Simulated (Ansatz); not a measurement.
Take FeNi3 in the Cu3Au type structure (space group Pm-3m, No. 221; a = 3.545 Å; ferromagnetic; relaxed with 0.1 eV smearing) as the base. Axes: x, y, z lie along the cube axes.

The values are results of PBE (Ansatz, an electronic-structure program), no SOC, not measurements.

Now apply this change: every lattice vector is shortened by 2.15 %, atoms relaxed at fixed cell.

Predict the stress tensor and what it implies for the stiffness.

Stress of the strained cell less that of the base (GPa, compression positive):
```
   14.8     0.0     0.0
    0.0    14.8     0.0
    0.0     0.0    14.8
```

Then B = −ΔP/(ΔV/V₀) with ΔV/V₀ = -0.0631 gives secant stiffness values (nonlinear terms included at this strain): B ≈ 235 GPa.

As a check, the harmonic strain energy −½ V₀ Δσ:ε is 33 meV/atom; the computed energy rise is 31 meV/atom.

Other magnetic orders, which the real material may have, were not ruled out. No phonon test of stability was made.
